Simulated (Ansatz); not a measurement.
# Several settings converged on Zr2Al3Zn (R3m, 6 atoms in the cell)

```
Zr2Al3Zn
1.0
    2.63996     1.52418     4.22622
   -2.63996     1.52418     4.22622
    0.00000    -3.04836     4.22622
Zr Al Zn
2 3 1
Direct
  0.62846   0.62846   0.62846
  0.37549   0.37549   0.37549
  0.00000   0.50000   0.00000
  0.00000   0.00000   0.50000
  0.50000   0.00000   0.00000
  0.00000   0.00000   0.00000
```

Base method: LDA (PW92), default PAW files made with PBE (plane waves; Ansatz, a first-principles code).

Base settings: basis.ecutwfc = 420 eV; kpoints.mp_grid.grid = 8 8 8; hamiltonian.xc = lda; hamiltonian.pseudopotentials = {kind: paw} (the program's default PAW files); scf.occupations.method = gaussian; scf.occupations.width = 0.1 eV.

**The width of Gaussian smearing**

In this ladder: kpoints.mp_grid.grid = 13 13 13.

Narrow widths need finer meshes than wide ones, so the last steps can hold mesh noise.

Only quantities that move along the ladder and can be compared are tabulated; pressure and forces are left out, as mesh noise rules them at narrow widths.

```csv
scf.occupations.width,free energy less the last step's (meV/atom)
1 eV,-127.16
0.5 eV,-31.99
0.3 eV,-11.17
0.2 eV,-4.61
0.1 eV,-0.87
0.05 eV,0.00
```

Widest scf.occupations.width that holds the free energy within 2 meV/atom of the last step, with all finer ones: 0.1 eV; the step before is off by 4.6 meV/atom.

**The width of cold smearing**

In this ladder: kpoints.mp_grid.grid = 13 13 13; scf.occupations.method = cold.

Narrow widths need finer meshes than wide ones, so the last steps can hold mesh noise.

Only quantities that move along the ladder and can be compared are tabulated; pressure and forces are left out, as mesh noise rules them at narrow widths.

```csv
scf.occupations.width,free energy less the last step's (meV/atom)
1 eV,21.35
0.5 eV,7.71
0.3 eV,2.62
0.2 eV,0.65
0.1 eV,-0.01
0.05 eV,0.00
```

Widest scf.occupations.width that holds the free energy within 5 meV/atom of the last step, with all finer ones: 0.3 eV; the step before is off by 7.7 meV/atom.

On the base run: the starting cell comes from a database of computed structures (which also holds hypothetical and non-ambient phases and stackings), without a prior relaxation at this level. Its lattice was rescaled by up to half a per cent. One atom was moved a little off its site on purpose. In the base run, with a pressure of about -3 GPa the cell is away from its equilibrium volume at this level. Ansatz's pressure includes its estimate of the finite-basis (Pulay) stress.

Left out of this page: 4 runs of the series outside the window shown, repeating another row's setting, or not comparable.

Keys are those of Ansatz 0.2.
